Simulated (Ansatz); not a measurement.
The reference is CdS in the zinc blende structure (space group F-43m, No. 216; a = 5.927 Å).

All numbers come from PBE (Ansatz, an electronic-structure program), no spin-orbit coupling, earlier PAW set.

Now apply this change: full substitution Cd → Zn, then cell and atoms are relaxed.

Measured band gap: CdS 2.48 eV (0 K or low temperature; as listed in arXiv:1206.3780); ZnS 3.94 eV (static lattice; corrected from measurement; as listed in Wei Chen et al., Physical Review Materials (2018)).

Measured lattice parameter a: CdS 5.832 Å (room temperature; as listed in arXiv:1206.3780); ZnS 5.41 Å (room temperature; as listed in Martin Albrecht, Beate Paulus, Hermann Stoll, Phys. Rev. B (1997)).

Question: How well does PBE reproduce the measured shift?

Answer: With PBE the band gap moves by +0.97 eV (1.04 → 2.01) against +1.46 eV measured; the lattice parameter a moves by -0.483 Å (5.927 → 5.444) against -0.422 Å measured. The two measured values stand on different bases (one corrected, one not), which blurs small differences.

Stability against distortions was not tested.
